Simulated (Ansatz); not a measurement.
## Pressure series in HfSi2

Start from HfSi₂ (space group Cmcm, No. 63; a = 3.683 Å, b = 14.598 Å, c = 3.658 Å).

Cell and atoms are relaxed at each pressure.

The values are results of PBE (Ansatz, a quantum-chemistry and plane-wave program, PAW, no spin-orbit coupling), not measurements.

```
P (GPa)  V (Å³/atom)
-------  -----------
-1.99         16.657
-0.99         16.520
2.99          16.023
6.99          15.588
14.99         14.862
30.00         13.826
50.00         12.825
75.00         11.918
100.00        11.234
```

Question: Fit a third-order Birch–Murnaghan equation of state.

Answer: Least squares on P(V) = (3B₀/2)[(V₀/V)^(7/3) − (V₀/V)^(5/3)]·[1 + (3/4)(B₀′ − 4)((V₀/V)^(2/3) − 1)] gives V₀ = 16.39 Å³/atom, B₀ = 126 GPa and B₀′ = 3.9.

Load acts through the strain it causes; cell and atoms are relaxed under it. Whether these cells are dynamically stable was not tested. Competing high-pressure phases were not computed. The final runs are not spin-polarised.
